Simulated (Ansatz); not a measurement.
Consider interstitial Na in corundum, charge state +1. These are PBE, PAW (plane waves to 420 eV; Ansatz, a first-principles code) values and carry that method's errors.

Settings: 120 host sites, the relaxed PBE lattice, the Γ point alone, smearing 0.01 eV, spin-restricted, no image-charge correction. Energies are static. The charge state is imposed; whether it is stable for some Fermi level was not computed. Sites that were not tried may lie lower.

Barriers: single points on a 2×2×2 k-point mesh shifted by half a step along c at the bands' geometries.

The step: several atoms move together, Na the farthest. Atoms about the jump, Cartesian Å from the middle of the jump, before and after:

```csv
atom,x0,y0,z0,x1,y1,z1
Na1,1.20,-0.69,-0.04,-1.20,0.69,0.04
O2,0.43,0.80,-1.22,0.46,0.78,-1.29
O3,-0.48,-0.61,1.13,-0.46,-0.73,1.27
O4,2.11,0.72,1.13,2.11,0.68,1.03
O5,0.29,-2.11,-1.22,0.26,-2.07,-1.14
O6,-0.46,1.95,1.04,-0.34,2.05,1.27
Al7,1.20,-0.69,2.19,1.21,-0.72,1.93
Al8,1.21,2.13,0.22,1.17,2.11,0.28
O9,-1.92,-0.81,-1.13,-1.95,-0.78,-1.29
Al10,-1.25,-2.10,0.22,-1.16,-2.07,0.28
Al11,1.20,-0.69,-2.28,1.27,-0.74,-1.98
Al12,-1.24,0.73,-0.31,-1.20,0.69,-2.17
Al13,-1.22,0.69,2.40,-1.20,0.69,2.45
O14,1.97,-2.19,1.13,1.95,-2.21,1.05
O15,2.88,-0.77,-1.22,2.90,-0.80,-1.15
O16,-2.68,0.69,1.05,-2.81,0.76,1.27
O17,0.44,0.58,3.31,0.48,0.56,3.30
O18,-2.14,2.10,-1.14,-2.10,2.09,-1.29
O19,-0.29,-0.72,-3.40,-0.38,-0.61,-3.33
Al20,-1.21,-2.10,-2.49,-1.25,-2.14,-2.47
Al21,3.65,0.71,-0.31,3.60,0.70,-0.27
O22,2.66,2.07,-1.13,2.67,2.08,-1.14
Al23,1.19,-3.52,-0.31,1.20,-3.48,-0.27
Al24,1.19,2.09,-2.49,1.28,2.07,-2.47
O25,-0.26,-3.46,1.04,-0.25,-3.50,1.05
O26,0.46,3.36,-1.13,0.46,3.34,-1.14
O27,-2.89,-2.19,1.05,-2.87,-2.16,1.03
O28,0.48,-1.99,3.31,0.51,-2.02,3.30
Al29,3.64,-2.11,0.22,3.61,-2.08,0.23
O30,1.92,0.60,-3.40,1.96,0.56,-3.37
```

Question: Give the saddle-point geometry and the barrier.

Answer: 
| atom | x | y | z |
|---|---|---|---|
| Na1 | 0.16 | -0.08 | 0.06 |
| O2 | 0.50 | 0.90 | -1.49 |
| O3 | -0.58 | -0.97 | 1.54 |
| O4 | 2.05 | 0.67 | 1.02 |
| O5 | 0.28 | -2.00 | -1.13 |
| O6 | -0.39 | 1.93 | 1.12 |
| Al7 | 1.20 | -0.81 | 2.13 |
| Al8 | 1.18 | 2.20 | 0.24 |
| O9 | -1.93 | -0.75 | -1.19 |
| Al10 | -1.27 | -2.15 | 0.35 |
| Al11 | 1.29 | -0.69 | -2.15 |
| Al12 | -1.26 | 0.77 | -1.96 |
| Al13 | -1.26 | 0.64 | 2.32 |
| O14 | 1.91 | -2.21 | 1.08 |
| O15 | 2.86 | -0.76 | -1.18 |
| O16 | -2.75 | 0.66 | 1.17 |
| O17 | 0.46 | 0.53 | 3.30 |
| O18 | -2.13 | 2.16 | -1.22 |
| O19 | -0.37 | -0.60 | -3.31 |
| Al20 | -1.22 | -2.09 | -2.44 |
| Al21 | 3.60 | 0.72 | -0.28 |
| O22 | 2.67 | 2.12 | -1.14 |
| Al23 | 1.18 | -3.47 | -0.27 |
| Al24 | 1.28 | 2.13 | -2.55 |
| O25 | -0.26 | -3.54 | 1.05 |
| O26 | 0.46 | 3.40 | -1.15 |
| O27 | -2.95 | -2.20 | 1.05 |
| O28 | 0.56 | -2.09 | 3.40 |
| Al29 | 3.57 | -2.08 | 0.24 |
| O30 | 1.97 | 0.60 | -3.44 |
It lies 2.40 eV above the start and 1.61 eV above the end. The saddle point's order was not checked.
